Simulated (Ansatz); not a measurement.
Base system: CdTe in the zinc blende structure (space group F-43m, No. 216; a = 6.489 Å). Axes: x, y, z lie along the cube axes.

All numbers come from PBEsol (Ansatz, a first-principles code, PAW, no spin-orbit coupling).

It is then changed as follows: tensor shear ε_xy = +1.43 % (engineering shear γ = 0.0286); the atoms relax in the strained cell.

Predict the stress tensor and what it implies for the stiffness.

Stress of the strained cell less that of the base (GPa, compression positive):
```
   0.00   -0.57    0.00
  -0.57    0.00    0.00
   0.00    0.00   -0.01
```

Then −Δσ/γ with γ = 2ε = 0.0286 gives secant stiffness values (nonlinear terms included at this strain): C66 ≈ 20 GPa.

Whether these cells are dynamically stable was not tested.
